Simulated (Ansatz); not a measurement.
An Ansatz (a program for electronic structure) run: ZnSnO3 with a change (Sn → Os); Ansatz, PBEsol, PAW, cutoff 420 eV, spin-orbit coupling left out.

Input:

Ansatz 0.2 input:
```yaml
crystal:
  lattice:
    - [2.6380272192, 1.5230657251, 4.2419265343]
    - [-2.6380272192, 1.5230657251, 4.2419265343]
    - [0, -3.0461314502, 4.2419265343]
  atoms:
    - { symbol: Zn, position: [0.25, 0.25, 0.25] }
    - { symbol: Zn, position: [0.75, 0.75, 0.75] }
    - { symbol: Os, position: [0, 0, 0] }
    - { symbol: Os, position: [0.5, 0.5, 0.5] }
    - { symbol: O, position: [0.75, 0.1144858668, 0.3855141332] }
    - { symbol: O, position: [0.3855141332, 0.75, 0.1144858668] }
    - { symbol: O, position: [0.1144858668, 0.3855141332, 0.75] }
    - { symbol: O, position: [0.8855141332, 0.6144858668, 0.25] }
    - { symbol: O, position: [0.25, 0.8855141332, 0.6144858668] }
    - { symbol: O, position: [0.6144858668, 0.25, 0.8855141332] }
basis: { ecutwfc: 420, ecutrho_ratio: 4, xc_grid: 2, fft_grid_basis: typed }
kpoints: { mp_grid: { grid: [11, 11, 11] } }
hamiltonian:
  xc: pbesol
  dispersion: none
  pseudopotentials: { kind: paw }
scf: { occupations: { method: fermi_dirac, width: 0.05 }, convergence: { dr2_threshold: 0.000000001 } }
output: { forces: true, stress: true }
checkpoint: { write: state.ck, write_every: 1000 }
```

Output (explanatory and most iteration lines left out):

```
Pseudopotential: Zn, paw, valence charge 12
Pseudopotential: Os, paw, valence charge 16
Pseudopotential: O, paw, valence charge 6
Crystal: 10 atoms, lattice volume = 102.262 Å³
Basis set: ecut = 420 eV, 2001 PW (Γ), exchange–correlation on 72×72×72 points (8 copies of the dense FFT grid, shifted against one another)
Bands: 56, of which v1, the nominal top of the filled ones, is band 46 counted from 1 (45 counted from 0)
Symmetry: 12 space group operations
Space group: R-3c (ITA 167), of the structure as read, at distance tolerance 4.7e-5 Å
k-points: 146 of 1331
Functional: x = pbesol(κ = 0.804, μ = 0.12345679012345678), c = pbesol(β = 0.046)
SCF iter   1: F=—  HF=-32424.269768 eV  |F-HF|=—  |Δ(HF+E_count)|=         —  Δρ=2.17e-2  dr2=3.88e-1  ethr=1.77e-3  ⟨swp⟩=5.8  Hψ=28478  notcnv=0  defer=84
SCF iter   2: F=—  HF=-32424.196028 eV  |F-HF|=—  |Δ(HF+E_count)|=   7.37e-2  Δρ=8.90e-3  dr2=7.79e-2  ethr=4.22e-4  ⟨swp⟩=2.0  Hψ=10378  notcnv=0  defer=379
SCF 1 converged in 9 iterations: F = -32424.179991 eV  dr2 = 8.70e-10
SCF converged after 9 iterations
Free energy (F): -32424.179991 eV
Internal energy: -32424.135201 eV  (E = F + TS)
E sigma→0 (E₀):  -32424.157596 eV
Entropy (-TS):   -0.044790 eV (-4.479 meV/atom)
Fermi energy:    13.763776 eV
--- Forces (eV/Å), atoms counted from 1 ---
  atom   1  Zn    -0.00000000     0.00000000    -0.00000000
  atom   2  Zn     0.00000000    -0.00000000     0.00000000
  atom   3  Os    -0.00000000     0.00000000     0.00000000
  atom   4  Os    -0.00000000     0.00000000     0.00000000
  atom   5  O     -0.00000007     0.00000012     0.00000000
  atom   6  O     -0.00000007    -0.00000012    -0.00000000
  atom   7  O      0.00000013    -0.00000000    -0.00000000
  atom   8  O     -0.00000013     0.00000000    -0.00000000
  atom   9  O      0.00000007    -0.00000012    -0.00000000
  atom  10  O      0.00000007     0.00000012     0.00000000
--- Stress (GPa, compression-positive) ---
       -0.001034       0.000000      -0.000000
        0.000000      -0.001034       0.000000
       -0.000000       0.000000       0.004138
  P = ⅓ Tr σ = 0.0007 GPa (0.007 kbar)
```

Spin-orbit coupling, missing from the scalar runs, can matter with Os. Stability against distortions was not tested. No Hubbard U is applied, and correlation can decide whether such a compound is a metal. All final runs are without spin polarisation. The cell was made from ZnSnO3 by this change: Sn → Os; the result is a hypothetical phase, not in the database extracts checked.
